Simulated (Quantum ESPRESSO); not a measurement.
Worked example: self-consistent single point of Ba₂H₃I (P3m1, 6 atoms in the cell) in Quantum ESPRESSO.

Method of the run: LDA (PZ), PSlibrary PAW (LDA, semicore) pseudopotentials (plane waves; Quantum ESPRESSO).

```
Ba2H3I
1.0
    4.51372     0.00000     0.00000
   -2.25686     3.90899     0.00000
    0.00000     0.00000     8.07895
Ba H I
2 3 1
Direct
  0.66667   0.33333   0.69091
  0.33333   0.66667   0.31528
  0.66667   0.33333   0.35610
  0.33333   0.66667   0.64390
  0.00000   0.00000   0.50000
  0.00000   0.00000   0.00000
```

Reference input (self-consistent single point, DFT, LDA (PZ), plane waves, GBRV 1.5 ultrasoft (LDA) pseudopotentials): ecutwfc = 40 Ry; ecutrho = 200 Ry; occupations = fixed; potentials = {Ba: ba_lda_v1.uspp.F.UPF, H: h_lda_v1.4.uspp.F.UPF, I: i_lda_v1.uspp.F.UPF}; K_POINTS = automatic 3 3 1 0 0 0; nbnd = 17; conv_thr = 1e-09 Ry; mixing_beta = 0.4. This run's input differs from it in these lines:

```diff
@@ -15,6 +15,6 @@
  ntyp = 3
- ecutwfc = 40
- ecutrho = 200
+ ecutwfc = 36
+ ecutrho = 216
  occupations = 'fixed'
- nbnd = 17
+ nbnd = 22
 /
@@ -25,5 +25,5 @@
 ATOMIC_SPECIES
-Ba   137.3270  ba_lda_v1.uspp.F.UPF
-H      1.0080  h_lda_v1.4.uspp.F.UPF
-I    126.9045  i_lda_v1.uspp.F.UPF
+Ba   137.3270  Ba.pz-spn-kjpaw_psl.1.0.0.UPF
+H      1.0080  H.pz-kjpaw_psl.1.0.0.UPF
+I    126.9045  I.pz-dn-kjpaw_psl.1.0.0.UPF
 ATOMIC_POSITIONS {crystal}
```

The program printed (abridged):

```
     Self-consistent Calculation

     iteration #  1     ecut=    36.00 Ry     beta= 0.40

---- Real-time Memory Report at c_bands before calling an iterative solver
           228 MiB given to the printing process from OS
            48 MiB allocation reported by mallinfo(arena+hblkhd)
------------------

     negative rho (up, down):  1.219E+02 0.000E+00

     total energy              =   -1438.94133303 Ry
     estimated scf accuracy    <   42478.00802763 Ry

     iteration #  2     ecut=    36.00 Ry     beta= 0.40

---- Real-time Memory Report at c_bands before calling an iterative solver
   [... lines left out ...]
------------------

     negative rho (up, down):  5.751E+02 0.000E+00

     total energy              =   -6278.21598882 Ry
     estimated scf accuracy    <      26.74670954 Ry

     iteration #100     ecut=    36.00 Ry     beta= 0.40

---- Real-time Memory Report at c_bands before calling an iterative solver
           249 MiB given to the printing process from OS
            72 MiB allocation reported by mallinfo(arena+hblkhd)
------------------

     negative rho (up, down):  5.751E+02 0.000E+00

     total energy              =   -6279.70817017 Ry
     estimated scf accuracy    <       0.25310773 Ry
     End of self-consistent calculation

     convergence NOT achieved after 100 iterations: stopping

   JOB DONE.
```

The run ended unconverged after 100 iterations.  The full log also holds: “c_bands:  4 eigenvalues not converged”. The full log also holds: “c_bands:  3 eigenvalues not converged”.

The starting cell comes from a database of computed structures (which also holds hypothetical and non-ambient phases and stackings), without a prior relaxation at this level. Its lattice was rescaled by up to half a per cent. One atom was moved a little off its site on purpose. Spin-orbit coupling is off.

Cost on one core of a shared machine: roughly 3 min.
